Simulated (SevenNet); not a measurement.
## L1₂ (Cu3Au-type) Al₃Sc

Method: the machine-learned potential SevenNet-l3i5 (trained on PBE and PBE+U data).

Cell: relaxed at this level.

```
Quantity                             Value
---------------------------  -------------
lattice parameter a                4.117 Å
equilibrium volume per atom  17.44 Å³/atom
```

Measured, for comparison: lattice constant a 4.103 Å, equilibrium volume per atom 17.27 Å³/atom (room temperature, not corrected to a static lattice; as tabulated in A Combined Experimental and First-Principles Based Assessment of …). Computed (rounded) less measured: lattice constant a +0.3 %, equilibrium volume per atom +1.0 %.

A machine-learned potential is trained on density-functional data: it inherits that level's misses and adds fitting errors of its own.
